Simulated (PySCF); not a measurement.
PySCF 2.14.0, CCSD (frozen core)/def2-svp: borazine (B1NBNBN1), 12 atoms. The geometry is a generated start, not checked to be a minimum at this level.

```
Quantity                                               Value
-------------------------------  ---------------------------
task                                                    ccsd
basis                                               def2-svp
two-electron scheme              exact four-centre integrals
frozen core                                             true
mf.init_guess                                minao (default)
mf.DIIS                                      CDIIS (default)
mf.diis_space                                    8 (default)
mf.conv_tol                                  1e-09 (default)
basis functions (reference run)                          114
```

On 4 threads, 1 BLAS thread. Build: conda-forge: OpenMP (GNU), OpenBLAS with its own threads, libcint, Libxc. Single runs; times are not shown.

Values of mol.max_memory tried: 8000 MB, 4000 MB, 2000 MB, 1000 MB, 500 MB, 300 MB, 200 MB.

What happens as the memory setting falls?

It runs down to 200 MB, the lowest tried, with the same result. At 8000 MB: SCF integrals in memory, transformation in memory. From 1000 MB down: SCF integrals in memory, transformation through a file. From 200 MB down: direct SCF, transformation through a file.

```tsv
mol.max_memory	path	peak memory
8000 MB	SCF integrals in memory, transformation in memory	1.0 GiB
4000 MB	SCF integrals in memory, transformation in memory	1.0 GiB
2000 MB	SCF integrals in memory, transformation in memory	1.1 GiB
1000 MB	SCF integrals in memory, transformation through a file	1.2 GiB
500 MB	SCF integrals in memory, transformation through a file	1.2 GiB
300 MB	SCF integrals in memory, transformation through a file	1.2 GiB
200 MB	direct SCF, transformation through a file	1.1 GiB
```

Peak memory is the kernel's count for the largest process, libraries included and scratch files not. The peak passes the setting at 1000 MB, 500 MB, 300 MB, 200 MB: it is no hard cap.
